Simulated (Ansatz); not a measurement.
# Mg_Ga in beta Ga2O3

These are PBE, PAW (plane waves to 420 eV; Ansatz, an electronic-structure program) values and carry that method's errors. The supercell holds 160 host sites (1×4×2 repeats of a cell of 20 atoms), with a Γ-point k-point sampling for the final energies. Site at the start: the Ga(1) site. Energies of charged states are corrected for periodic images (point charge plus alignment at distant sites). Dielectric constants: PBE linear response of the host. Host gap at this level: 2.00 eV. Zone-centre sampling of a cell this small can put levels off by half an eV or more. Levels are measured in PBE's own, too narrow, gap. Spin–orbit coupling is left out. Each state is the lowest found from its start.

Formation energies E_f are given with the Fermi level at the valence-band maximum. Chemical conditions: Ga-rich (Δμ(Ga) = 0.00 eV, Δμ(Mg) = -2.33 eV, bounded by rock-salt MgO; only phases computed here count, gases as isolated molecules at 0 K); O-rich (Δμ(Ga) = -4.56 eV, Δμ(Mg) = -5.37 eV, bounded by rock-salt MgO; only phases computed here count, gases as isolated molecules at 0 K). Reference phases: Ga: alpha gallium, Mg: hcp Mg.

Charges with a result: +1, 0, −1. Others weren't obtained, and one of them could lie lower, also by skipping a charge.

| charge | moment (μB) | point group | largest move off a lattice site (Å) | image correction with alignment (eV) | E_f, Ga-rich (eV) | E_f, O-rich (eV) |
|---|---|---|---|---|---|---|
| +1* | not spin-polarised | – | 0.11 | – | – | – |
| 0† | 1.0 | – | 0.12 | 0.00 | 2.79 | 1.27 |
| −1 | not spin-polarised | Cs | 0.10 | 0.16 | 3.04 | 1.52 |

* At this level the carrier isn't localised at the defect: at charge +1 holes occupy the valence band. Such a state is shallow or no state of the defect, and this cell gives it no level.

† Not settled in this cell, so no level is given: charge 0: carriers not clearly localised.

Point groups are those of the whole cell at tolerances of 0.03 and 0.1 Å ("near" where only the looser one holds); none is given for unsettled states.

Not the lowest form: the same atoms on another site or from another start ended lower, by 0.42 eV at charge 0; by 0.47 eV at charge −1.

Flagged in the runs: a host whose relaxation on this sampling wasn't shown to rest, zone-centre sampling.
